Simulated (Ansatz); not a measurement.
Functionals compared on a constructed model of the (111) surface of fcc Rh, a pseudomorphic layer of Si in the host's stacking (bottom of the slab: a bare face, its two planes held), in Ansatz (plane waves, PAW). The structure was relaxed with PBE; the other rows are single points on it. Cutoff 420 eV (500 eV for r2SCAN).

Model: 7-atom slab, 13.2 Å thick at the start with caps and adatoms (thin: gaps and levels are the slab's own), 16x16x1 mesh, Fermi-Dirac 0.1 eV, dipole correction, 2 atoms held, the rest relaxed; held to the start's symmetry, so lower structures may exist; no spin, no spin-orbit, no U. It is one candidate, not shown to be the stable structure of the face. These notes are the PBE run's.

```csv
functional,work function of the top face (eV),rough cost of the single point
PBE,5.00,–
RPBE,4.93,roughly 21 core-seconds
r2SCAN,5.09,about 30 core-seconds (a rough figure)
```

Ansatz is a program for electronic structure.
